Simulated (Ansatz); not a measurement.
A stack in vacuum: 2 layers of HfO2-1T, twisted by 21.8° from the antiparallel setting.

These are PBE+D3(BJ) (plane waves to 420 eV, PAW; Ansatz, a program for electronic structure) values and carry that method's errors. Scalar-relativistic, without spin–orbit coupling; PBE gaps are too small against experiment. Its k-point mesh 4×4×1, Fermi–Dirac width 0.01 eV. A dipole correction is on.

Task: Predict its spacing, binding and gap.

Result: The gap between facing atomic planes is 2.82 Å. The step of the vacuum level across the stack (top less bottom) is 0.00 eV and the interaction energy of the frozen layers is -18.3 meV/Å². The interaction energy without the D3 term at this geometry is +2.8 meV/Å². The PBE gap over the mesh and listed points off it comes out as 4.73 eV and the valence and conduction edges under the vacuum level of the lower face comes out as 7.77 and 3.04 eV.
